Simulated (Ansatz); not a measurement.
**How the equilibrium lattice constant a of HgTe (model structure, started from the h-BN type, P6₃/mmc, No. 194, 4 atoms in the cell) moves with the method**

No measured value is used here.

```json
[
 {"level (code)": "PBE (Ansatz)", "value (Å)": "(withheld)"},
 {"level (code)": "PBEsol (Ansatz)", "value (Å)": "4.843"},
 {"level (code)": "PBE-D3(BJ) (Ansatz)", "value (Å)": "4.863"}
]
```

Question: Fill in the missing entries.

Answer: 
- PBE (Ansatz, a program for electronic structure), value (Å): 4.881

Density-functional levels without +SOC have no spin–orbit coupling. Ansatz's density-functional and Hartree–Fock values are scalar-relativistic unless marked +SOC, with PAW data made under PBE.

A model structure was made by putting elements into a prototype or built by hand; it is no filed structure, need not be a known phase, and can be a saddle point held by its symmetry.
